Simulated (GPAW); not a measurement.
Input and output of a self-consistent single point for LuPd (P1, 2 atoms in the cell) (GPAW).

Method of the run: LDA (Perdew-Wang 92), GPAW PAW datasets LDA (gpaw-data 1.0.1) (plane waves; GPAW).

The change in words: lattice scaled by 0.98. Reference geometry:
```xyz
2
Lattice="3.4096 0.0000 0.0000 0.0000 3.4096 0.0000 0.0000 0.0000 3.4096" Properties=species:S:1:pos:R:3 pbc="T T T"
Lu     0.0114     0.0203     0.0017
Pd     1.6934     1.6846     1.7031
```

Reference input (self-consistent single point, DFT LDA (Perdew-Wang 92), plane waves, GPAW PAW datasets LDA (gpaw-data 1.0.1)): mode = pw; ecut = 850 eV; xc = LDA; kpts = 7 7 7; mesh shift (steps) = 0 0 0; occupations.name = methfessel-paxton; occupations.width = 0.136 eV; occupations.order = 0; nbands = -10; convergence.forces = 0.001 eV/Å; symmetry.symmorphic = false; symmetry.tolerance = 0.0005. This run's input differs from it in these lines:

```diff
@@ -5,5 +5,5 @@
 atoms = Atoms(['Lu', 'Pd'],
-              cell=[[3.409630, 0.000000, 0.000000],
-                    [0.000000, 3.409630, 0.000000],
-                    [0.000000, 0.000000, 3.409630]],
+              cell=[[3.341437, 0.000000, 0.000000],
+                    [0.000000, 3.341437, 0.000000],
+                    [0.000000, 0.000000, 3.341437]],
               scaled_positions=[[0.003342, 0.005942, 0.000505],
```

The program printed (abridged):

```
     iter     time        total  log10-change:
                         energy   eigst   dens  force
iter:   1 --:--:--   -14.981674
iter:   2 --:--:--   -13.335895   -1.50  -1.23
iter:   3 --:--:--   -12.014809   -1.39  -1.39
iter:   4 --:--:--   -11.925929   -1.43  -1.67
iter:   5 --:--:--   -11.868782   -1.92  -1.88
iter:   6 --:--:--   -12.190697   -1.38  -2.02
iter:   7 --:--:--   -11.694069   -1.81  -1.73
iter:   8 --:--:--   -11.693607   -3.14  -2.73
iter:   9 --:--:--   -11.693790c  -4.25  -3.04
iter:  10 --:--:--   -11.693814c  -5.37  -3.10
iter:  11 --:--:--   -11.693881c  -5.52  -3.10
iter:  12 --:--:--   -11.693237c  -4.30  -3.15
iter:  13 --:--:--   -11.693239c  -5.68  -3.28
   [... 4 lines left out ...]
iter:  18 --:--:--   -11.693295c  -4.79  -3.35
iter:  19 --:--:--   -11.693389c  -5.48  -3.45
iter:  20 --:--:--   -11.693300c  -5.62  -3.52
iter:  21 --:--:--   -11.693163c  -5.14  -3.63
iter:  22 --:--:--   -11.693187c  -5.67  -4.06c
iter:  23 --:--:--   -11.693160c  -6.11  -4.11c
iter:  24 --:--:--   -11.693159c  -7.45c -4.29c
iter:  25 --:--:--   -11.693159c  -7.14  -4.33c
iter:  26 --:--:--   -11.693159c  -7.82c -4.69c -1.69
iter:  27 --:--:--   -11.693158c  -7.83c -4.72c -2.81
iter:  28 --:--:--   -11.693158c  -8.09c -4.76c -3.29c
Converged after 28 iterations.

Dipole moment: (-0.346115, -0.614686, -0.052327) |e|*Ang

Energy contributions relative to reference atoms: (reference = -533145.237172)

Kinetic:         -3.181494
Potential:       -0.152430
External:        +0.000000
XC:              -8.078588
Entropy (-ST):   -0.024523
Local:           -0.268385
SIC:             +0.000000
--------------------------
Free energy:    -11.705420
Extrapolated:   -11.693158

Showing only first 2 kpts
 Kpt  Band  Eigenvalues  Occupancy
  0    18      7.64009    2.00000
  0    19      7.64041    2.00000
  0    20     12.39052    0.00000
  0    21     12.40299    0.00000

  1    18      7.62015    2.00000
  1    19      7.71223    2.00000
  1    20     12.14131    0.00000
  1    21     12.41050    0.00000

Fermi level: 10.49815

No gap
No difference between direct/indirect transitions
Energy (eV): -11.693158

Forces in eV/Ang:
  0 Lu   -0.07807   -0.13843   -0.01181
  1 Pd    0.07868    0.13954    0.01191

Stress tensor:
    -0.011903    -0.000285    -0.000024
    -0.000285    -0.011674    -0.000043
    -0.000024    -0.000043    -0.012007
Stress (GPa, Voigt): [-1.907  -1.8703 -1.9238 -0.0069 -0.0039 -0.0457]
```

The run converged in 28 iterations. GPAW prints stress with tension positive. Against the reference run the free energy drops by 12.5 meV/atom, the pressure goes from -5.02 to 1.90 GPa and the largest force goes from 0.121 to 0.161 eV/Å.

The starting cell comes from a database of computed structures (which also holds hypothetical and non-ambient phases and stackings), without a prior relaxation at this level. Its atoms were displaced at random from the sites of space group no. 221. For this run, on top of that: lattice scaled by 0.98. Spin polarisation is off.

Cost on one core of a shared machine: roughly 5 min.
